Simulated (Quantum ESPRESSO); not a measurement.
Input and output of a self-consistent single point for SrO (Fm-3m, 2 atoms in the cell) (Quantum ESPRESSO).

Level of theory: PBE, GBRV 1.5 ultrasoft (PBE) pseudopotentials (plane waves; Quantum ESPRESSO).

The change in words: lattice scaled by 0.98. Reference geometry:
```yaml
crystal:
  lattice:
    - [0.00000, 2.58000, 2.58000]
    - [2.58000, 0.00000, 2.58000]
    - [2.58000, 2.58000, 0.00000]
  atoms:
    - { symbol: Sr, position: [0.00000, 0.00000, 0.00000] }
    - { symbol: O, position: [0.50000, 0.50000, 0.50000] }
```

Reference input (self-consistent single point, DFT, PBE, plane waves, GBRV 1.5 ultrasoft (PBE) pseudopotentials): ecutwfc = 40 Ry; ecutrho = 200 Ry; occupations = smearing; smearing = fd; degauss = 0.0036749 Ry; potentials = {Sr: sr_pbe_v1.uspp.F.UPF, O: o_pbe_v1.2.uspp.F.UPF}; K_POINTS = automatic 8 8 8 0 0 0; conv_thr = 1e-08 Ry; mixing_beta = 0.3. This run's input differs from it in these lines:

```diff
@@ -27,3 +27,3 @@
 Sr    0.00000000    0.00000000    0.00000000
-O     2.58000000    2.58000000    2.58000000
+O     2.52840000    2.52840000    2.52840000
 K_POINTS {automatic}
@@ -31,5 +31,5 @@
 CELL_PARAMETERS {angstrom}
-   0.00000000     2.58000000     2.58000000
-   2.58000000     0.00000000     2.58000000
-   2.58000000     2.58000000     0.00000000
+   0.00000000     2.52840000     2.52840000
+   2.52840000     0.00000000     2.52840000
+   2.52840000     2.52840000     0.00000000
```

The program printed (abridged):

```
     Self-consistent Calculation

     iteration #  1     ecut=    40.00 Ry     beta= 0.30

     negative rho (up, down):  6.361E-02 0.000E+00

     total energy              =    -102.56288309 Ry
     estimated scf accuracy    <       0.77076783 Ry

     iteration #  2     ecut=    40.00 Ry     beta= 0.30

     negative rho (up, down):  6.430E-02 0.000E+00

     total energy              =    -102.69511795 Ry
     estimated scf accuracy    <       0.02440417 Ry

     iteration #  3     ecut=    40.00 Ry     beta= 0.30

     negative rho (up, down):  6.606E-02 0.000E+00

     total energy              =    -102.69420693 Ry
     estimated scf accuracy    <       0.01268062 Ry

   [... 8 blocks of this kind left out ...]

     iteration # 12     ecut=    40.00 Ry     beta= 0.30

     negative rho (up, down):  6.621E-02 0.000E+00

     total energy              =    -102.69555831 Ry
     estimated scf accuracy    <       0.00000004 Ry

     iteration # 13     ecut=    40.00 Ry     beta= 0.30

     negative rho (up, down):  6.621E-02 0.000E+00
     End of self-consistent calculation

     the Fermi energy is     9.7319 ev

!    total energy              =    -102.69555831 Ry
     estimated scf accuracy    <          9.6E-09 Ry
     smearing contrib. (-TS)   =      -0.00000000 Ry
     internal energy E=F+TS    =    -102.69555831 Ry

     convergence has been achieved in  13 iterations

     negative rho (up, down):  6.621E-02 0.000E+00

     Forces acting on atoms (cartesian axes, Ry/au):

     atom    1 type  1   force =    -0.00000000   -0.00000000   -0.00000000
     atom    2 type  2   force =     0.00000000    0.00000000    0.00000000

     Total force =     0.000000     Total SCF correction =     0.000000

     negative rho (up, down):  6.621E-02 0.000E+00
          total   stress  (Ry/bohr**3)                   (kbar)     P=       82.80
   0.00056287   0.00000000   0.00000000           82.80        0.00        0.00
   0.00000000   0.00056287   0.00000000            0.00       82.80        0.00
   0.00000000   0.00000000   0.00056287            0.00        0.00       82.80

   JOB DONE.
```

The run converged in 13 iterations. Against the reference run the free energy goes up by 31.0 meV/atom, the pressure goes from 1.84 to 8.28 GPa and the gap on the mesh goes from 3.328 to 3.294 eV.

The starting cell has typed, rounded lattice constants, without a prior relaxation at this level. For this run, on top of that: lattice scaled by 0.98. With a pressure of about 8 GPa the cell is away from its equilibrium volume at this level.
